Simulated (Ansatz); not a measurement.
Nb₂SiN (model structure, started from the MAX type, P6₃/mmc, No. 194, 8 atoms in the cell), treated with LDA (Ansatz, a quantum-chemistry and plane-wave program, PAW).

Input file:

Ansatz 0.2 input:
```yaml
crystal:
  lattice:
    - [3.1985740659, 0.0000003136, 0.0]
    - [-1.5992873046, 2.7700462401, 0.0]
    - [0.0, 0.0, 12.1749565737]
  atoms:
    - { symbol: Si, position: [0.3333333333, 0.6666666667, 0.75] }
    - { symbol: Si, position: [0.6666666667, 0.3333333333, 0.25] }
    - { symbol: Nb, position: [0.3333333333, 0.6666666667, 0.093651747] }
    - { symbol: Nb, position: [0.6666666667, 0.3333333333, 0.593651747] }
    - { symbol: Nb, position: [0.6666666667, 0.3333333333, 0.906348253] }
    - { symbol: Nb, position: [0.3333333333, 0.6666666667, 0.406348253] }
    - { symbol: N, position: [0.0, 0.0, 0.0] }
    - { symbol: N, position: [0.0, 0.0, 0.5] }
basis:
  ecutwfc: 520
  ecutrho_ratio: 4
  xc_grid: 2
kpoints:
  mp_grid: { grid: [24, 24, 4] }
hamiltonian:
  xc: lda
  dispersion: none
  pseudopotentials: { kind: paw }
scf:
  occupations: { method: fermi_dirac, width: 0.05 }
output:
  forces: true
  stress: true
  eigenvalues: true
relax:
  f_tol: 0.004
  escape_saddle: false
  max_steps: 80
  cell: { stress_tol: 0.02, fix: [volume] }
```

The run printed, among other lines:

```
Relaxation: its limit of steps is 80 (relax.max_steps)
Crystal: 8 atoms, lattice volume = 107.873 Å³
Basis set: ecut = 520 eV, 2895 PW (Γ), exchange–correlation on 48×48×192 points (8 copies of the dense FFT grid, shifted against one another)
Bands: 43, of which v1, the nominal top of the filled ones, is band 35 counted from 1 (34 counted from 0)
Symmetry: 24 space group operations
Space group: P63/mmc (ITA 194), of the structure as read, at distance tolerance 4.8e-5 Å
k-points: 183 of 2304
Functional: x = slater, c = lda
SCF iter   1: F=—  HF=-19742.364157 eV  |F-HF|=—  |Δ(HF+E_count)|=         —  Δρ=9.85e-3  dr2=6.35e-2
SCF iter   2: F=—  HF=-19742.352274 eV  |F-HF|=—  |Δ(HF+E_count)|=   1.19e-2  Δρ=4.90e-3  dr2=1.36e-2
  ...
SCF 1 converged in 6 iterations: F = -19742.349226 eV  dr2 = 3.23e-8
Crystal: 8 atoms, lattice volume = 107.873 Å³
Initial density: handed on by an earlier stage of this run
SCF 2 converged in 6 iterations: F = -19742.350950 eV  dr2 = 3.09e-8
Crystal: 8 atoms, lattice volume = 107.873 Å³
SCF 3 converged in 6 iterations: F = -19742.351496 eV  dr2 = 1.87e-9
Crystal: 8 atoms, lattice volume = 107.873 Å³
SCF 4 converged in 6 iterations: F = -19742.351499 eV  dr2 = 9.21e-12
Crystal: 8 atoms, lattice volume = 107.873 Å³
SCF iter   6: F=-19742.351498 eV  HF=-19742.351498 eV  |F-HF|=7.28e-12  |Δ(HF+E_count)|=  1.46e-11  Δρ=2.50e-9  dr2=9.15e-15
SCF iter   7: F=-19742.351498 eV  HF=-19742.351498 eV  |F-HF|=1.09e-11  |Δ(HF+E_count)|=  7.28e-12  Δρ=1.10e-9  dr2=1.85e-15
SCF 5 converged in 7 iterations: F = -19742.351498 eV  dr2 = 1.85e-15
SCF converged after 7 iterations
Free energy (F): -19742.351498 eV
Internal energy: -19742.320253 eV  (E = F + TS)
E sigma→0 (E₀):  -19742.335876 eV
Fermi energy:    16.705505 eV
--- Forces (eV/Å), atoms counted from 1 ---
  atom   1  Si    -0.00000000     0.00000000     0.00000000
  atom   2  Si     0.00000000    -0.00000000     0.00000000
  atom   3  Nb    -0.00000000     0.00000000    -0.00076826
  atom   4  Nb     0.00000000    -0.00000000    -0.00076826
  atom   5  Nb     0.00000000    -0.00000000     0.00076826
  atom   6  Nb    -0.00000000     0.00000000     0.00076826
  atom   7  N     -0.00000000    -0.00000000     0.00000000
  atom   8  N      0.00000000     0.00000000     0.00000000
--- Stress (GPa, compression-positive) ---
       -4.430419       0.000000       0.000000
        0.000000      -4.430419       0.000000
        0.000000       0.000000      -4.423590
  P = ⅓ Tr σ = -4.4281 GPa (-44.281 kbar)
```

The cell is one volume of an energy–volume scan, off the minimum.

The PAW data were made under PBE.

Note: the run has no spin polarisation, so it can have missed a magnetic state. Note: the relaxation could raise the start's symmetry but not lower it, so the cell can be a saddle point.

Cost on a shared machine: roughly 5 core-minutes.

A model structure was made by putting elements into a prototype or built by hand; it is no filed structure, need not be a known phase, and can be a saddle point held by its symmetry.
